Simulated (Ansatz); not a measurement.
# Pressure series in As

Take As in the A7 type structure (space group R-3m, No. 166; a = 3.784 Å, c = 10.107 Å (hexagonal axes); layered) as the base.

Cell and atoms are relaxed at each pressure.

Method: PBE-D3(BJ) (Ansatz, a first-principles code), no spin-orbit coupling, earlier PAW set.

| P (GPa) | V (Å³/atom) |
|---|---|
| -2.00 | 21.862 |
| -0.99 | 21.325 |
| 0.30 | 20.773 |
| 0.70 | 20.619 |
| 1.50 | 20.338 |
| 3.00 | 19.871 |
| 4.99 | 19.329 |
| 7.50 | 18.754 |
| 9.99 | 18.277 |

A third-order Birch–Murnaghan fit to these points gives V₀ = 20.90 Å³/atom, B₀ = 51 GPa and B₀′ = 5.7. At pressure 10 GPa the volume is 87.5 % of V₀.

The mesh was chosen for an insulator and is coarse for the gapless case. Load acts through the strain it causes; cell and atoms are relaxed under it. Whether these cells are dynamically stable was not tested. Competing high-pressure phases were not computed.
